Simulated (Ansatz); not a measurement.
A constructed model of the (111) surface of fcc Rh, a pseudomorphic layer of Re in the other hollow (bottom of the slab: a bare face, its two planes held)

All values below come from PBE (plane waves to 420 eV, PAW; Ansatz, a first-principles code).

Model: 7-atom slab, 13.7 Å thick at the start with caps and adatoms (thin: gaps and levels are the slab's own), 16x16x1 mesh, Fermi-Dirac 0.1 eV, dipole correction, 2 atoms held, the rest relaxed; symmetry of the start imposed; no spin, no spin-orbit, no U. In PBE it is, or lies within 0.01 eV a 1x1 cell of, the lowest of the 2 structures of its composition computed so far; subsurface sites and larger cells were not tried.

```
Item                                                             Value
-----------------------------  ---------------------------------------
work function of the top face                                  5.45 eV
energy released by relaxation                                  0.69 eV
cost                           about 110 core-seconds (a rough figure)
```
